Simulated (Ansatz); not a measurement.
Start from CaO in the rock salt structure (space group Fm-3m, No. 225; a = 4.7671 Å). Axes: x, y, z lie along the cube axes.

Level of theory: Ansatz (an electronic-structure program), PBEsol, PAW, cutoff 420 eV, no spin-orbit coupling.

Before the change:

| Item | Value |
|---|---|
| Valence-band top at Γ | 0.00, 0.00, 0.00 eV |
| Band gap | 3.54 eV |

It is then changed as follows: biaxial strain −2.50 %, plane normal [001], relaxed out of plane (Cartesian); in-plane vectors clamped, the third vector and the atoms free.

Q: Predict the new valence-band top at Γ and band gap.

A: The valence-band top at Γ (three highest levels, from the VBM) changes from 0.00, 0.00, 0.00 eV to 0.00, 0.00, -0.11 eV; the band gap falls by 0.09 eV, from 3.54 eV to 3.45 eV.

Gaps are Kohn–Sham eigenvalue differences; semilocal functionals usually give less than the measured gap. Stability against distortions was not tested.
